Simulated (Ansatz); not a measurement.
The starting structures come from a database of crystals and need not be the phases stable at ambient conditions.

 Where the default PAW files enter, the runs use the earlier of Ansatz's two default sets.

Inside the gap of an insulator the Bloch states are evanescent, with a wavenumber k + iκ along the transport direction.

Here is the system:

```xyz
11
Lattice="5.1835 0.0000 0.0000 0.0000 5.7290 0.0000 2.5918 0.0000 4.4890" Properties=species:S:1:pos:R:3 pbc="T T T"
Mg     0.0000     0.0000     0.0000
Al     2.5918     1.7514     1.4963
Al     5.1835     3.9776     2.9927
H      6.4799     4.5935     3.7412
H      1.2954     1.1355     0.7479
H      3.8871     4.5935     3.7412
H      3.8881     1.1355     0.7479
H      5.1835     4.5935     1.4958
H      2.5918     1.1355     2.9933
H      2.5918     3.3561     1.4963
H      5.1835     2.3729     2.9927
```

Space group of this cell: P-3m1. The cell was relaxed by PBE-D3(BJ); by PBEsol its mean pressure is 0.6 GPa.

Transport runs along the normal of the first two printed cell vectors, the (100) plane of the conventional cell.

The gap is the functional's own, uncorrected, and κ follows it; spin-orbit coupling is left out. Mid-gap values are interpolated between the computed energies.

Question: Give the band gap and the smallest decay constant κ at mid-gap that PBEsol run with Ansatz (an electronic-structure program) yields.

Answer: Gap 4.32 eV on a 8×6×8 mesh; κ = 0.362 1/Å, at (0.000, 0.333) of the in-plane reciprocal vectors. At the zone centre, at the nearest computed energy, the slowest state has κ = 0.38 1/Å.
